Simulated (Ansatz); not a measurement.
How far to go with the plane-wave cutoff: VSe2 (P3m1, 3 atoms in the cell)

```
CELL_PARAMETERS angstrom
      3.40918     0.00000     0.00000
     -1.70459     2.95244     0.00000
      0.00000     0.00000     6.31796
ATOMIC_POSITIONS crystal
  V  0.00000 0.00000 0.00791
  Se 0.66667 0.33333 0.75873
  Se 0.33333 0.66667 0.24127
```
Moments meant for the start (each program seeds them in its own way; μB, in the order of the atoms V Se Se): 2.0 0.0 0.0.

Computed with LDA (PW92), default PAW files made with PBE (plane waves; Ansatz, a first-principles code).

Base settings: basis.ecutwfc = 420 eV; kpoints.mp_grid.grid = 8 8 3; hamiltonian.xc = lda; hamiltonian.pseudopotentials = {kind: paw} (the program's default PAW files); magnetization.spin_polarized = true; scf.occupations.method = gaussian; scf.occupations.width = 0.1 eV.

The second cell is the first with its lattice scaled by 0.98.

The mesh stays at the base's, so the ladder's end is converged at best in this setting alone.

The first pressure column holds Ansatz's estimate of the finite-basis (Pulay) stress, which hides part of the cutoff error; the other is without it.

Only quantities that move along the ladder and can be compared are tabulated.

The magnetic state is not the same in all runs (site moments differ, or a search went on to a lower state), so steps between rows are not convergence errors alone.

The count of work is k-points × plane waves × bands × iterations; it is no time. 

The starting cell comes from a database of computed structures (which also holds hypothetical and non-ambient phases and stackings), without a prior relaxation at this level. Its lattice was rescaled by up to half a per cent. One atom was moved a little off its site on purpose. With one magnetic atom in the cell only a parallel order is possible. In the base run, with a pressure of about -6 GPa the cell is away from its equilibrium volume at this level. Without a gap this mesh is coarse (it stands for a supercell whose shortest vector is 19 Å).

| basis.ecutwfc | free energy less the last step's (meV/atom) | energy of the compressed cell less the first (meV/atom) | pressure (GPa) | pressure without the Pulay estimate (GPa) | largest difference of a force vector from the last step's (eV/Å) | count of work / last |
|---|---|---|---|---|---|---|
| 145 eV | 23705.50 | -83.25 | -1.77 | -548.99 | 0.332 | 0.049 |
| 170 eV | 10954.59 | -93.21 | -11.84 | -297.29 | 0.626 | 0.075 |
| 190 eV | 5886.85 | -30.35 | -12.08 | -187.05 | 0.070 | 0.078 |
| 210 eV | 3092.73 | -25.87 | -6.98 | -117.77 | 0.128 | 0.077 |
| 230 eV | 1544.33 | -45.01 | -6.77 | -71.74 | 0.114 | 0.095 |
| 250 eV | 729.22 | -28.95 | -6.33 | -42.21 | 0.100 | 0.11 |
| 295 eV | 113.75 | -31.63 | -6.53 | -13.74 | 0.022 | 0.16 |
| 335 eV | 19.41 | -30.15 | -6.28 | -7.78 | 0.007 | 0.16 |
| 380 eV | 3.08 | -30.32 | -6.30 | -6.49 | 0.002 | 0.24 |
| 420 eV | 1.31 | -30.36 | -6.31 | -6.35 | 0.001 | 0.26 |
| 460 eV | 0.82 | -30.38 | -6.31 | -6.33 | 0.001 | 0.30 |
| 505 eV | 0.55 | -30.39 | -6.31 | -6.32 | 0.000 | 0.35 |
| 565 eV | 0.39 | -30.40 | -6.31 | -6.32 | 0.000 | 0.42 |
| 630 eV | 0.24 | -30.41 | -6.31 | -6.32 | 0.000 | 0.49 |
| 735 eV | 0.08 | -30.42 | -6.31 | -6.32 | 0.000 | 0.62 |
| 840 eV | 0.04 | -30.42 | -6.31 | -6.32 | 0.000 | 0.74 |
| 1010 eV | 0.00 | -30.42 | -6.31 | -6.32 | 0.000 | 1.0 |

Coarsest basis.ecutwfc that holds the energy of the compressed cell less the first within 0.5 meV/atom of the last step, with all finer ones: 335 eV, at 0.16 of the last step's count of work; the step before is off by 1.2 meV/atom.

Coarsest basis.ecutwfc that holds the free energy within 1 meV/atom of the last step, with all finer ones: 460 eV, at 0.30 of the last step's count of work; the step before is off by 1.3 meV/atom.

Coarsest basis.ecutwfc that holds the pressure without the Pulay estimate within 1 GPa of the last step, with all finer ones: 380 eV, at 0.24 of the last step's count of work; the step before is off by 1.5 GPa.

The energy difference between the two cells stays within 1 meV/atom of the last step's from 335 eV on, the total only from 460 eV on: much of the error is common to both cells and cancels.

At the lowest cutoff the pressure without the Pulay estimate lies 543 GPa under the last step's, the usual sign of Pulay stress in an incomplete plane-wave basis.

Keys are those of Ansatz 0.2.
